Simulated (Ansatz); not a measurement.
## Al: biaxial strain −2.00 %, plane normal [001], relaxed out of plane

Base system: Al in the fcc (Cu type) structure (space group Fm-3m, No. 225; a = 4.0155 Å; relaxed with 0.1 eV smearing). Axes: x, y, z lie along the cube axes.

The change: biaxial strain −2.00 %, plane normal [001], relaxed out of plane (Cartesian); in-plane vectors clamped, the third vector and the atoms free.

All numbers come from plane-wave PAW DFT at the PBEsol level (Ansatz, a quantum-chemistry and plane-wave program, 420 eV), spin-orbit coupling left out. k-mesh 28×28×28 (Γ-centred); smearing 0.1 eV (Fermi–Dirac).

The energy rises by 4.6 meV/atom and the pressure (mean of the normal stresses, compression positive) goes from zero to 1.7 GPa. The band gap is still zero and the out-of-plane strain comes out as +2.29 %. The ratio −ε⊥/ε∥ is 1.14 and the mean in-plane stress (compression positive) amounts to +2.5 GPa.

Final structure (turned so that z lies along the plane normal):

```
CELL_PARAMETERS angstrom
      2.78257     0.00000     0.00000
      0.00000     2.78257     0.00000
      1.39129    -1.39129     2.05363
ATOMIC_POSITIONS crystal
  Al 0.00000 0.00000 0.00000
```

Stability against distortions was not tested.
